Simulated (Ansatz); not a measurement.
The reference is TiPt₃ in the Cu3Au type structure (space group Pm-3m, No. 221; a = 3.900 Å; relaxed with 0.1 eV smearing). Axes: x, y, z lie along the cube axes.

All numbers come from PBEsol in Ansatz (plane waves to 420 eV, PAW, without spin-orbit coupling).

Modification: the cell is scaled by 1.0240 in all directions; the atoms relax in the strained cell.

Problem. Predict the stress tensor and what it implies for the stiffness.

Solution. Stress of the strained cell less that of the base (GPa, compression positive):
```
  -15.8     0.0     0.0
    0.0   -15.8     0.0
    0.0     0.0   -15.8
```

Then B = −ΔP/(ΔV/V₀) with ΔV/V₀ = 0.0737 gives secant stiffness values (nonlinear terms included at this strain): B ≈ 214 GPa.

As a check, the harmonic strain energy −½ V₀ Δσ:ε is 53 meV/atom; the computed energy rise is 58 meV/atom.

Stability against distortions was not tested. The final runs are not spin-polarised.

Ansatz is a quantum-chemistry and plane-wave program.
